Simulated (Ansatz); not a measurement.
## A constructed model of the (111)B surface of zinc-blende AlAs (in the relaxation 1 Al–Al, 2 Al–As bonds formed; 2 Al–Al bonds broke; like top atoms buckled by 0.4 Å), As-terminated, Al trimer, 2x2 (bottom of the slab: 3 H on 4 bottom sites)

All values below come from PBE (plane waves to 420 eV, PAW; Ansatz, a first-principles code).

Model: 38-atom slab, 14.7 Å thick at the start with caps and adatoms, 3x3x1 mesh, Fermi-Dirac 0.025 eV, dipole correction, 8 atoms held, the rest relaxed; held to the start's symmetry, so lower structures may exist; no spin, no spin-orbit, no U. It is one candidate, not shown to be the stable structure of the face.

- gap of the slab on its k-mesh: 0.39 eV
- highest filled level below the top vacuum level: 4.61 eV
- energy released by relaxation: 1.75 eV
- cost: around 30 core-minutes (rough)
